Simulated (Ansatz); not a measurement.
Consider WSe₂ (space group Fm-3m, No. 225; a = 6.261 Å; ferromagnetic; a hypothetical phase, not in the database extracts checked; relaxed with 0.1 eV smearing). Axes: x, y, z lie along the cube axes.

Calculations: Ansatz (a program for electronic structure), PBE, PAW, cutoff 420 eV, no spin-orbit coupling.

A first run, uniaxial strain ε_yy = +1.04 %, gives secant values C11 ≈ 210 GPa and C12 ≈ 58 GPa from its stress. A second run applies isotropic strain +2.65 %.

Problem. What does linear elasticity predict for the bulk modulus −ΔP/(ΔV/V₀) in the second run, and what does the run give?

Solution. Linear elasticity: (C11 + 2 C12)/3 = 110 GPa. The run gives 89 GPa; any difference comes from nonlinear terms at these strains and numerical noise.

Other magnetic orders, which the real material may have, were not ruled out. Whether these cells are dynamically stable was not tested.
